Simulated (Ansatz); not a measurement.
The parent structure is ZnO in the wurtzite structure (space group P6_3mc, No. 186; a = 3.2799 Å, c = 5.2941 Å).

Level of theory: PBE (Ansatz, a program for electronic structure, PAW, scalar-relativistic without spin-orbit coupling), earlier PAW set.

One change was made to it. Results:

| quantity | base | after |
|---|---|---|
| valence-band top at Γ (three highest levels, from the VBM) | 0.00, 0.00, -0.08 eV | 0.00, 0.00, -0.10 eV |
| electron mass | 0.14 mₑ (at Γ) | 0.15 mₑ (at Γ) |
| band gap | 0.74 eV | 0.84 eV |
| volume per atom | 12.33 Å³ | 11.53 Å³ |

### Question
Name the change that was made.
A. pressure 0.3 GPa
B. pressure −2 GPa
C. pressure 10 GPa

### Answer
C, pressure 10 GPa. For comparison, the band gap in the other runs: pressure 0.3 GPa gives 0.74 eV; pressure −2 GPa gives 0.72 eV.

Load acts through the strain it causes; cell and atoms are relaxed under it. Masses are band curvatures over ±0.01 Å⁻¹ around the edge. No phonon test of stability was made. Measured, ZnO leaves this structure (for rock salt) near 9.1 GPa (temperature not stated; as listed in Datta, Sujoy, Jana, Debnarayan, arXiv (2020)), on rising pressure, with hysteresis.
